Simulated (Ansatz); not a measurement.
What strain tensor (xx, yy, zz, yz, xz, xy) = (+0.30, +0.95, −0.28, +1.22, +0.01, −0.38) % does to PbS

The parent structure is PbS in the rock salt structure (space group Fm-3m, No. 225; a = 5.903 Å). Axes: x, y, z lie along the cube axes.

The change: strain tensor (xx, yy, zz, yz, xz, xy) = (+0.30, +0.95, −0.28, +1.22, +0.01, −0.38) %, atoms relaxed at fixed cell.

Computed with PBEsol (Ansatz, a quantum-chemistry and plane-wave program, PAW, without spin-orbit coupling). Settings: 10×10×10 k-points, 0.05 eV Fermi–Dirac smearing.

| quantity | base | changed | shift |
|---|---|---|---|
| space group | Fm-3m (No. 225) | P-1 (No. 2) | – |
| shortest interatomic distance | 2.951 Å | 2.943 Å | -0.008 Å |
| energy relative to the base (free energy F) | 0 meV/atom | +2.2 meV/atom | +2.2 meV/atom |
| pressure (mean of the normal stresses, compression positive) | 0.00 GPa | -0.55 GPa | -0.55 GPa |
| band gap (uncertain: the edges found look like a band crossing or inverted bands; the base alone) | 0.19 eV | 0.08 eV | -0.115 eV |
| stress (xx, yy, zz, yz, xz, xy; compression positive) | – | (-0.55, -1.32, 0.22, -0.47, 0.01, 0.14) GPa | – |

With Pb present, leaving out spin-orbit coupling can change the band edges. Stability against distortions was not tested. A zero or small gap of PbS can be the functional's error rather than a property of the material.
